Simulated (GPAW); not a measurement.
Band structure of InSb (F-43m, 2 atoms in the cell).

```xyz
2
Lattice="0.0000 3.3468 3.3468 3.3468 0.0000 3.3468 3.3468 3.3468 0.0000" Properties=species:S:1:pos:R:3 pbc="T T T"
In     0.0000     0.0000     0.0000
Sb     1.6734     1.6734     1.6734
```

Method of the run: PBE, GPAW PAW datasets PBE (gpaw-data 1.0.1) (plane waves; GPAW 25.7.0).

Settings: mode = pw; ecut = 600 eV; xc = PBE; kpts = 9 9 9; mesh shift (steps) = 0 0 0; occupations.name = fermi-dirac; occupations.width = 0.1 eV; nbands = -6; convergence.density = 1e-05 e/electron; convergence.energy = 1e-05 eV/electron; symmetry.symmorphic = false; symmetry.tolerance = 0.0005; maxiter = 120; bandpath_npoints = 40.

The starting cell comes from a database of computed structures (which also holds hypothetical and non-ambient phases and stackings), without a prior relaxation at this level. Its lattice was rescaled by a random factor within 2.5 % of one. Spin-orbit coupling is off. The run gives no clean gap (levels at the Fermi energy touch, overlap or are partly filled at this smearing), which alone does not show that the compound is a metal.

Levels in eV from the Fermi level, bands 11 to 18:
| point | 11 | 12 | 13 | 14 | 15 | 16 | 17 | 18 |
|---|---|---|---|---|---|---|---|---|
| Γ | -10.28 | -0.88 | -0.16 | -0.16 | -0.16 | 2.81 | 2.81 | 2.81 |
| X | -8.65 | -5.66 | -2.12 | -2.12 | 1.23 | 1.36 | 7.43 | 7.43 |
| W | -8.63 | -5.57 | -2.63 | -2.50 | 3.01 | 3.83 | 3.87 | 4.79 |
| K | -8.69 | -5.55 | -2.85 | -1.81 | 1.51 | 3.39 | 5.77 | 5.98 |
| L | -9.15 | -5.34 | -1.02 | -1.02 | 0.23 | 3.64 | 3.64 | 5.98 |
| U | -8.69 | -5.55 | -2.85 | -1.81 | 1.51 | 3.39 | 5.77 | 5.98 |

Bands cross the Fermi level along this path, so the cell is metallic at this level.
